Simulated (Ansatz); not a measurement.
Take CdS in the zinc blende structure (space group F-43m, No. 216; a = 5.927 Å) as the base.

All numbers come from DFT with PBE, PAW potentials and a 420 eV plane-wave cutoff in Ansatz (an electronic-structure program), spin-orbit coupling left out, earlier PAW set.

Carriers are added at fixed cell with a uniform background; the Fermi–Dirac width is that of 300 K.

One change was made to it. Results:

The gap between the host's bands increases by 0.02 eV (1.04 eV → 1.06 eV); the Fermi level relative to the doped band's edge (positive inside the band; to 0.05 eV) is +0.10 eV; the gap character remains direct at Γ.

Q: Which change produced these results?
A) electrons 1.0×10^22 cm⁻³
B) electrons 1.5×10^21 cm⁻³
C) holes 1.0×10^22 cm⁻³
D) holes 5.0×10^20 cm⁻³

A: D, holes 5.0×10^20 cm⁻³. For comparison, the Fermi level from band edge in the other runs: holes 1.0×10^22 cm⁻³ gives +0.55 eV; electrons 1.0×10^22 cm⁻³ gives +2.50 eV; electrons 1.5×10^21 cm⁻³ gives +1.50 eV.

Carriers are added with a uniform compensating background; total energy and stress of such cells depend on the potential's zero and are not compared; many-body gap narrowing is missing at this level. Whether these cells are dynamically stable was not tested.
